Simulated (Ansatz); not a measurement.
# A computed series for GaP: response to strain

The reference is GaP in the zinc blende structure (space group F-43m, No. 216).

```xyz
2
Lattice="0.0000 2.7195 2.7195 2.7195 0.0000 2.7195 2.7195 2.7195 0.0000" Properties=species:S:1:pos:R:3 pbc="T T T"
P      4.0792     4.0792     4.0792
Ga     0.0000     0.0000     0.0000
```

Cartesian axes are those of the cell as printed.

Strains are applied to the cell and any free atomic positions relax; under biaxial strain the out-of-plane vector relaxes too.

Method: PBEsol in Ansatz (plane waves to 420 eV, PAW, spin-orbit coupling left out), earlier PAW set.

Base values:

Band gap: 1.45 eV

**Question.** The aim is a band gap between 0.95 eV and 1.00 eV. Which of these changes reaches it?
(A) strain tensor (xx, yy, zz, yz, xz, xy) = (−1.67, +0.45, −1.42, +0.56, +0.17, +0.50) %
(B) isotropic strain +1.55 %
(C) biaxial strain −3.68 %, plane normal [111], relaxed out of plane

**Answer.** C, biaxial strain −3.68 %, plane normal [111], relaxed out of plane. It gives 0.97 eV; strain tensor (xx, yy, zz, yz, xz, xy) = (−1.67, +0.45, −1.42, +0.56, +0.17, +0.50) % gives 1.26 eV; isotropic strain +1.55 % gives 1.42 eV. Changes not listed may reach it too

Whether these cells are dynamically stable was not tested.

Ansatz is an electronic-structure program.
